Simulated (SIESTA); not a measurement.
Worked example: relaxation of the atoms of RbBi2 (R3m, 6 atoms in the cell) in SIESTA.

Method: LDA PW92, numerical atomic orbitals DZP, PseudoDojo LDA standard norm-conserving potentials (rewritten from UPF to PSML) (SIESTA).

The change in words: one atom moved by 0.15 angstrom; MD.TypeOfRun: default → Broyden; MD.Steps: default → 40; MD.MaxForceTol: default → 0.05 eV/Ang. Reference geometry:
```
RbBi2
1.0
    0.00000     4.78699     4.78699
    4.78699     0.00000     4.78699
    4.78699     4.78699     0.00000
Rb Bi
2 4
Cartesian
  4.78699   4.78699   4.78699
  7.18049   7.18049   7.18049
  1.19675   3.59024   3.59024
  3.59024   3.59024   1.19675
  3.59024   1.19675   3.59024
  1.19675   1.19675   1.19675
```

Reference input (self-consistent single point, DFT, LDA PW92, numerical atomic orbitals DZP, PseudoDojo LDA standard norm-conserving potentials (rewritten from UPF to PSML)): XC.functional = LDA; XC.authors = PW92; potentials = PseudoDojo LDA standard; PAO.BasisSize = DZP; PAO.EnergyShift = 0.01 Ry; MeshCutoff = 350 Ry; kgrid.MonkhorstPack = 3 3 3; OccupationFunction = FD; ElectronicTemperature = 1160.45 K; MaxSCFIterations = 150; SCF.Mixer.Method = Pulay; SCF.Mixer.Weight = 0.2. This run's input differs from it in these lines:

```diff
@@ -18,3 +18,3 @@
 %block AtomicCoordinatesAndAtomicSpecies
-     9.046101951    9.046101951    9.046101951  1
+     9.209764028    9.209764028    9.209764028  1
     13.569152927   13.569152927   13.569152927  1
@@ -45,2 +45,5 @@
 Diag.ParallelOverK           true
+MD.TypeOfRun                 Broyden
+MD.Steps                     40
+MD.MaxForceTol               0.05 eV/Ang
 WriteForces                  true
```

Log, with long lists cut:

```
        iscf     Eharris(eV)        E_KS(eV)     FreeEng(eV)     dDmax    Ef(eV) dHmax(eV)
   scf:    1   -10361.649890   -10360.214281   -10360.468265  0.467251 -2.923602  2.885567
   scf:    2   -10360.926397   -10360.582483   -10360.843906  0.054298 -2.990777  1.894783
   scf:    3   -10361.157231   -10360.915378   -10361.192488  0.114043 -3.117278  0.422499
   scf:    4   -10360.931413   -10360.923747   -10361.200612  0.012272 -3.105956  0.213690
   scf:    5   -10360.931540   -10360.928177   -10361.203878  0.010916 -3.081765  0.020047
   [... 2 lines left out ...]
   scf:    8   -10360.927986   -10360.928002   -10361.203930  0.000078 -3.078264  0.000586
   scf:    9   -10360.927967   -10360.927984   -10361.203930  0.000067 -3.078345  0.000228
   scf:   10   -10360.927987   -10360.927986   -10361.203930  0.000017 -3.078322  0.000115
   scf:   11   -10360.927992   -10360.927989   -10361.203930  0.000009 -3.078320  0.000003
SCF Convergence by DM+H criterion
max |DM_out - DM_in|         :     0.0000093735
max |H_out - H_in|      (eV) :     0.0000032226
SCF cycle converged after 11 iterations

Using DM_out to compute the final energy and forces

siesta: E_KS(eV) =           -10360.9280

siesta: E_KS - E_eggbox =    -10360.9280

siesta: Atomic forces (eV/Ang):
     1   -0.116589   -0.116589   -0.116589
     2    0.023686    0.023686    0.023686
     3    0.030556    0.024100    0.024100
     4    0.024100    0.024100    0.030556
     5    0.024100    0.030556    0.024100
     6    0.014303    0.014303    0.014303
   Tot    0.000156    0.000156    0.000156
   Max    0.116589
   Res    0.052367    sqrt( Sum f_i^2 / 3N )
   Max    0.116589    constrained

   [... lines left out ...]
outcell: Cell volume (Ang**3)        :    219.3905
        iscf     Eharris(eV)        E_KS(eV)     FreeEng(eV)     dDmax    Ef(eV) dHmax(eV)
outcell: Cell volume (Ang**3)        :    219.3905
        iscf     Eharris(eV)        E_KS(eV)     FreeEng(eV)     dDmax    Ef(eV) dHmax(eV)
siesta: FreeEng =    -10361.219181
siesta: Cell volume =        219.390505 Ang**3
siesta:          -7.75130652         -7.57324969  kBar
   [... lines left out ...]
              2.002   2.002   2.003   2.002   2.003   0.058   0.058   0.045

              0.058   0.045

mulliken: Qtot =       78.000

Mulliken Atomic Populations:
Atom #   charge [q] valence [e]  Species
     1     0.241080    8.758920  Rb
     2     0.241520    8.758480  Rb
     3    -0.121082   15.121082  Bi
     4    -0.121082   15.121082  Bi
     5    -0.121082   15.121082  Bi
     6    -0.119355   15.119355  Bi
 Total     0.000000
```

The run converged. 

Summary of the result:
| Item | Value |
|---|---|
| Free energy E − TS | -10361.2192 eV |
| Fermi level (on the code's own zero) | -3.08 eV |
| Pressure | -0.78 GPa |
| Largest force (vector length) | 0.019 eV/Å |
| Relaxation steps | 3 |

The starting cell comes from a database of computed structures (which also holds hypothetical and non-ambient phases and stackings), without a prior relaxation at this level. Its lattice was rescaled by up to half a per cent. For this run, on top of that: one atom moved by 0.15 angstrom. Values carry the incompleteness of an atom-centred basis.

Cost on one core of a shared machine: roughly 80 s.
